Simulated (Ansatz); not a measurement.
Start from ZnSe in the zinc blende structure (space group F-43m, No. 216; a = 5.568 Å).

Structures relaxed with DFT with LDA, PAW potentials and a 420 eV plane-wave cutoff in Ansatz (a quantum-chemistry and plane-wave program), no SOC.

Base:

Simulated powder pattern, Cu Kα1, λ = 1.54056 Å (kinematic, ideal powder, no thermal factors, no anomalous dispersion; the 14 strongest lines at most, above 2 %, up to 2θ = 90°):

```
2θ (°)  I/Imax (%)    hkl
------  ----------  -----
27.73          100  (111)
46.07           73  (220)
54.63           43  (311)
67.20           11  (400)
74.18           17  (331)
85.34           23  (422)
```

Perturbation: an isotropic linear strain of +2.00 %, atoms relaxed at fixed cell.

After the change:

Simulated powder pattern, Cu Kα1, λ = 1.54056 Å (kinematic, ideal powder, no thermal factors, no anomalous dispersion; the 14 strongest lines at most, above 2 %, up to 2θ = 90°):

| 2θ (°) | I/Imax (%) | hkl |
|---|---|---|
| 27.18 | 100 | (111) |
| 45.12 | 74 | (220) |
| 53.47 | 44 | (311) |
| 65.72 | 12 | (400) |
| 72.49 | 17 | (331) |
| 83.29 | 23 | (422) |
| 89.63 | 13 | (333) |

The indices refer to the base's conventional cell; one index is shown for lines that coincide.

No phonon test of stability was made.
